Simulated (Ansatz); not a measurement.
Data:

End structure of a constructed model of the (0001) surface of hcp Co, ferromagnetic, a pseudomorphic layer of Ni in the host's stacking (bottom of the slab: a bare face, its two planes held):

```xyz
7
Lattice="2.4929 0.0000 0.0000 -1.2465 2.1589 0.0000 0.0000 0.0000 28.5000" Properties=species:S:1:pos:R:3 pbc="T T T"
Co     1.2465     0.7196     8.1146
Co     0.0000     1.4393    10.1309
Co     1.2465     0.7196    12.1693
Co     0.0000     1.4393    14.1734
Co     1.2465     0.7196    16.2055
Co     0.0000     1.4393    18.2083
Ni     1.2465     0.7196    20.2021
```

Slab: 7 atoms, 12.3 Å thick at the start with caps and adatoms (thin: gaps and levels are the slab's own); k 17x17x1, smearing 0.1 eV, dipole-corrected; 2 atoms held, the rest relaxed; start symmetry kept, larger cells not searched; spin-polarised, ending with about 10.7 μB a cell; orders that need a larger cell were not tried, no spin-orbit, no U. In PBE it is, or lies within 0.01 eV a 1x1 cell of, the lowest of the 2 structures of its composition computed so far; subsurface sites and larger cells were not tried.

Question: Predict the work function of the top face from PBE in Ansatz (a program for electronic structure).

Answer: 4.90 eV
